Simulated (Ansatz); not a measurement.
The reference is MoP in the rock salt structure (space group Fm-3m, No. 225; a hypothetical phase, not in the database extracts checked).

```xyz
2
Lattice="0.0000 2.4504 2.4504 2.4504 0.0000 2.4504 2.4504 2.4504 0.0000" Properties=species:S:1:pos:R:3 pbc="T T T"
P      0.0000     0.0000     0.0000
Mo     2.4504     2.4504     2.4504
```

Cartesian axes are those of the cell as printed.

The values are results of Ansatz (a first-principles code), PBEsol, PAW, cutoff 420 eV, without spin-orbit coupling, not measurements.

Modification: the cell is scaled by 1.0197 in all directions; the atoms relax in the strained cell.

Problem. Predict the stress tensor and what it implies for the stiffness.

Solution. Stress of the strained cell less that of the base (GPa, compression positive):
```
  -10.6     0.0     0.0
    0.0   -10.6     0.0
    0.0     0.0   -10.6
```

Then B = −ΔP/(ΔV/V₀) with ΔV/V₀ = 0.0603 gives secant stiffness values (nonlinear terms included at this strain): B ≈ 176 GPa.

As a check, the harmonic strain energy −½ V₀ Δσ:ε is 29 meV/atom; the computed energy rise is 31 meV/atom.

Whether these cells are dynamically stable was not tested. The final runs are not spin-polarised. An odd electron count without spin: MoP. MoP has a high density of states at the Fermi level and may be magnetic at this level.
